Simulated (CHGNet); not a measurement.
Cubic perovskite KMgF3

Computed with the machine-learned potential CHGNet 0.3.0 (trained on PBE and PBE+U data).

Cell: relaxed at this level.

- lattice constant a: 4.062 Å
- volume per atom: 13.40 Å³/atom

Measured, for comparison: lattice constant a 3.990 Å, equilibrium volume per atom 12.70 Å³/atom (room temperature, no zero-point or thermal correction; as tabulated in Vaitheeswaran et al. (2007), arXiv:cond-mat/0703621). Computed (rounded) less measured: lattice constant a +1.8 %, equilibrium volume per atom +5.5 %.

A machine-learned potential is trained on density-functional data: it inherits that level's misses and adds fitting errors of its own.

Note: the model gives imaginary modes for this phase (in the spectrum interpolated from a supercell); this model's volume lies 5 % above that of the starting cell (a measured, published or database cell).
